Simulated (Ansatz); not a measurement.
InSb (Fm-3m, No. 225, 2 atoms in the cell; start mp-10149; a measured phase of this formula has another space group) was calculated with r²SCAN in Ansatz (plane waves, PAW).

Settings: plane-wave cutoff 560 eV, 16×16×16 k mesh, Fermi–Dirac smearing 0.05 eV, scalar-relativistic PAW data made under PBE.

Cell (relaxed at this level):

```cif
data_InSb
_chemical_formula_sum 'In1 Sb1'
_space_group_name_H-M_alt 'P 1'
_space_group_IT_number 1
_cell_length_a 4.30492
_cell_length_b 4.30492
_cell_length_c 4.30492
_cell_angle_alpha 60.000
_cell_angle_beta 60.000
_cell_angle_gamma 60.000
loop_
_space_group_symop_operation_xyz
  'x, y, z'
loop_
_atom_site_label
_atom_site_type_symbol
_atom_site_fract_x
_atom_site_fract_y
_atom_site_fract_z
_atom_site_occupancy
In1 In 0.00000 0.00000 0.00000 1
Sb1 Sb 0.50000 0.50000 0.50000 1
```

Problem. Estimate the bulk modulus B0 that the calculation returns.

Solution. 
- bulk modulus B0 = 55.0 GPa

The run finds no gap.

Note: the bulk modulus is −V dP/dV from two relaxed cells at ±2 % in volume; the relaxation could not lower the start's symmetry, so the cell can be a saddle point above a distorted one.

Spin–orbit coupling is not included; it can open a gap where bands touch, and shift volumes and moduli.

Static lattice: no zero-point or thermal effects.

Cost on a shared machine: roughly 120 core-seconds.

A start named mp-… is a Materials Project structure, which need not be a measured phase.

Ansatz is a quantum-chemistry and plane-wave program.
